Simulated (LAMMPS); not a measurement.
Simulation of a symmetric tilt boundary about [1-10] in Si (diamond structure), boundary plane (332).

Model: classical MD, pair style sw, file Si.sw; code LAMMPS.

Σ11, energy 0.62 J/m² at 0 K; heated in steps, 60 ps sampled at each, free outer surfaces; steps at which the grains lost their order are left out.

```json
[
 {"T (K)": "844", "disordered width (Å)": "2.1", "disordered share in the grains": "0.00"},
 {"T (K)": "1181", "disordered width (Å)": "2.5", "disordered share in the grains": "0.00"},
 {"T (K)": "1350", "disordered width (Å)": "2.5", "disordered share in the grains": "0.00"},
 {"T (K)": "1518", "disordered width (Å)": "(withheld)", "disordered share in the grains": "0.01"},
 {"T (K)": "1636", "disordered width (Å)": "(withheld)", "disordered share in the grains": "0.01"}
]
```

### Question
Some entries are withheld; supply them.

### Answer

- 1636, disordered width (Å): 3.1
- 1518, disordered width (Å): 3.0
